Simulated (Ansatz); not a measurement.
# Pressure series in SiC

The parent structure is SiC in the wurtzite structure (space group P6_3mc, No. 186; a = 3.092 Å, c = 5.074 Å).

Cell and atoms are relaxed at each pressure.

Method: Ansatz (an electronic-structure program), PBE, PAW, cutoff 420 eV, no spin-orbit coupling.

| pressure (GPa) | band gap (eV) |
|---|---|
| -2 | 2.32 |
| -1 | 2.32 |
| 0 | 2.31 |
| 2.1 | 2.29 |
| 4.5 | 2.27 |
| 9 | ? |
| 15 | 2.19 |

Q: Fit E_g = E₀ + αP + βP² to the rows shown and predict the withheld row.

A: Least squares on the printed values gives E₀ = 2.31 eV, α = -8.20 meV/GPa, β = 0.022 meV/GPa² (largest residual 0.00 eV); this predicts 2.24 eV, and the run gives 2.24 eV, in agreement.

Load acts through the strain it causes; cell and atoms are relaxed under it. Whether these cells are dynamically stable was not tested. Competing high-pressure phases were not computed.
